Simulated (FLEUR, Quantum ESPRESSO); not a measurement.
## Code comparison for TmRh3 (Pm-3m, 4 atoms in the cell)

Self-consistent single point, at a second geometry (lattice scaled by 0.98). First geometry:

```xyz
4
Lattice="3.9825 0.0000 0.0000 0.0000 3.9825 0.0000 0.0000 0.0000 3.9825" Properties=species:S:1:pos:R:3 pbc="T T T"
Tm     0.0000     0.0000     0.0000
Rh     0.0000     1.9912     1.9912
Rh     1.9912     0.0000     1.9912
Rh     1.9912     1.9912     0.0000
```
Moments meant for the start (each program seeds them in its own way; μB, in the order of the atoms Tm Rh Rh Rh): 2.0 0.0 0.0 0.0.

Shared settings, as Quantum ESPRESSO writes them: occupations = smearing; smearing = gauss; degauss = 0.0147 Ry; nspin = 2; K_POINTS = automatic 7 7 7 0 0 0. Potentials and cutoffs stand in the table.

```csv
code,model,size of the net moment (μB/atom),cutoff
Quantum ESPRESSO,"PBEsol, SSSP 1.1.2 efficiency (PBE) pseudopotentials",0.55,60 Ry
FLEUR,"PBEsol, all-electron FLAPW (FLEUR), scalar-relativistic valence",0.54,Kmax 4.1 1/bohr
```

On Quantum ESPRESSO's run: spin-orbit coupling is off. With one magnetic atom in the cell only a parallel order is possible. With U or open f shells several self-consistent states can exist. The f electrons are in the valence without U or exact exchange, which can misplace them near the Fermi level. Spin-orbit terms, which matter for f shells, are left out.

The spread over the programs that give each value: size of the net moment within 0.01 μB/atom.

FLEUR treats all electrons, but the usual bases taken here (sphere radii, linearisation, local orbitals, empty states) were not tested for convergence, so the values are no reference for the others.

The starting cell comes from a database of computed structures (which also holds hypothetical and non-ambient phases and stackings), without a prior relaxation at this level. For this run, on top of that: lattice scaled by 0.98.

Left out of this page: Ansatz (with a known weakness of the program).
